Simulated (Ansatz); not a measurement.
**Ca3P2, pressure series**

The reference is Ca3P2 (space group Pm-3m, No. 221; a = 5.242 Å; a cell from a computed database, its experimental status unchecked).

Cell and atoms are relaxed at each pressure.

The values are results of plane-wave PAW DFT at the PBEsol level (Ansatz, an electronic-structure program, 420 eV), scalar-relativistic without spin-orbit coupling, not measurements.

Two rows of this table had their results exchanged by mistake.

| pressure | volume per atom (Å³) | shortest distance (Å) | band gap |
|---|---|---|---|
| pressure −2 GPa | 30.37 | 2.667 | 0.26 eV |
| pressure −1 GPa | 29.54 | 2.643 | 0.32 eV |
| pressure 0.3 GPa | 28.61 | 2.615 | 0.40 eV |
| pressure 0.7 GPa | 25.12 | 2.504 | 0.71 eV |
| pressure 1.5 GPa | 27.87 | 2.592 | 0.46 eV |
| pressure 3 GPa | 27.05 | 2.567 | 0.53 eV |
| pressure 5 GPa | 26.11 | 2.536 | 0.62 eV |
| pressure 7.5 GPa | 28.34 | 2.607 | 0.42 eV |

**Question.** Which two?

**Answer.** The rows for pressure 0.7 GPa and pressure 7.5 GPa: the volume has to fall steadily with pressure, so 28.34 Å³ belongs to pressure 0.7 GPa and 25.12 Å³ to pressure 7.5 GPa.

Load acts through the strain it causes; cell and atoms are relaxed under it. Stability against distortions was not tested. No other phases were tried under pressure. A zero or small gap of Ca3P2 under pressure −2 GPa can be the functional's error rather than a property of the material.
